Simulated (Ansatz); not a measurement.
# ScAl3: response to strain

The reference is ScAl₃ in the Cu3Au type structure (space group Pm-3m, No. 221; relaxed with 0.1 eV smearing).

```
ScAl3
1.0
    4.07246     0.00000     0.00000
    0.00000     4.07246     0.00000
    0.00000     0.00000     4.07246
Sc Al
1 3
Direct
  0.00000   0.00000   0.00000
  0.00000   0.50000   0.50000
  0.50000   0.00000   0.50000
  0.50000   0.50000   0.00000
```

Cartesian axes are those of the cell as printed.

Strains are applied to the cell and any free atomic positions relax.

Method: PBEsol in Ansatz (plane waves to 420 eV, PAW, spin-orbit coupling left out).

Notes on the quantities. energy relative to the base: free energy F; pressure: mean of the normal stresses, compression positive.

```csv
variant,energy relative to the base,pressure,shortest interatomic distance
base,0 meV/atom,0.0 GPa,288.0 pm
uniaxial strain ε_zz = −3.00 %,+9.4 meV/atom,3.0 GPa,283.7 pm
uniaxial strain ε_zz = −2.40 %,+6.0 meV/atom,2.4 GPa,284.5 pm
uniaxial strain ε_zz = −1.80 %,+3.3 meV/atom,1.7 GPa,285.4 pm
uniaxial strain ε_zz = −1.20 %,+1.5 meV/atom,1.1 GPa,286.2 pm
uniaxial strain ε_zz = −0.60 %,+0.4 meV/atom,0.6 GPa,287.1 pm
```

Stability against distortions was not tested. All final runs are without spin polarisation.

Ansatz is a first-principles code.
